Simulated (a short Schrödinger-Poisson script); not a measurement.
Solved with a short Schrödinger-Poisson script written for these runs: one-band effective-mass equation with BenDaniel-Duke matching, electrons, heavy and light holes apart, hard walls at the outer ends, one valence edge for both holes (no strain splitting), no charge, excitons, band mixing or non-parabolicity; under a field the levels are quasi-bound states of a box, listed while three quarters of their weight lies within 4 nm of the wells.

System: single InAs/In0.52Al0.48As quantum well.

From the first side: 20 nm In0.52Al0.48As; 6 nm InAs; 20 nm In0.52Al0.48As.

The device is made up for the run: typed textbook-type constants, with dimensions and the other settings drawn at random. InAs: direct gap (eV) 0.45, conduction-band edge (eV) 0, electron mass (mₑ) 0.03, heavy-hole mass 0.35, light-hole mass 0.035. In0.52Al0.48As: direct gap (eV) 1.45, conduction-band edge (eV) 0.75, electron mass (mₑ) 0.075, heavy-hole mass 0.41, light-hole mass 0.09.

The valence-band edge of each layer lies one gap below its conduction-band edge. The electron's potential energy rises along the stack by the applied field. Mesh 0.03 nm at interfaces.

Task: Give the e1-hh1 transition at zero applied field (eV); the e2 − e1 (meV); the hh1 − lh1 (meV).

Result: e1-hh1 transition at zero applied field (eV): 0.597; e2 − e1 (meV): 409; hh1 − lh1 (meV): 53.0. Parabolic bands overrate the confinement in so narrow a well of a small-gap material. Excitons are left out, and strain enters only through the typed gaps and offsets, so measured lines lie elsewhere.
